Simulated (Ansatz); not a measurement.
Consider O vacancy in monoclinic HfO2 strained by -1.5 % along x and y, z held, neutral cell. Level of theory: PBE, PAW (plane waves to 420 eV; Ansatz, a quantum-chemistry and plane-wave program).

Settings: 96 host sites, the strained lattice (strain from the relaxed PBE one, atoms relaxed), the Γ point alone, smearing 0.01 eV, spin-restricted, no image-charge correction. Static, classical nuclei. Spin-orbit coupling is left out. The charge state is imposed; whether it is stable for some Fermi level was not computed. Forms of the defect that were not tried may lie lower. The start lies 0.097 eV above the lowest site run (PBE).

The step: a nearby O atom hops onto the vacant site; the atom moves 2.44 Å along (-0.47, -0.09, -0.17) of the unit cell; from a vacant O site with 3 nearest neighbours to a vacant O site with 4 nearest neighbours; the moving atom starts with neighbours Hf at 2.12, Hf at 2.16, Hf at 2.18, Hf at 2.26; O at 2.54, O at 2.66, 2 O at 2.69 Å and ends with Hf at 2.01, Hf at 2.06, Hf at 2.13; O at 2.56 Å. On the band's own sampling the forward barrier is 2.42 eV. Harmonic modes of the moving O atom alone, all others held, come from finite differences of 0.015 Å. The saddle point's order was not checked.

Task: Which three frequencies does the atom have at the start and at the saddle point?

Result: start 12.1, 14.8, 15.2 THz; saddle point 7.3i, 10.9 and 23.6 THz.

Task: What attempt frequency and zero-point change of the barrier follow from these modes alone, and what classical rate at 500 K?

Result: ν = (12.1 × 14.8 × 15.2) / (10.9 × 23.6) ≈ 11 THz. The zero-point energy changes the barrier by h/2 × (34.5 − 42.1) THz = -0.016 eV. The classical rate is ν exp(−2.42/0.0431) ≈ 4e-12 s⁻¹. One atom's modes give a rough prefactor, not that of the whole cell.
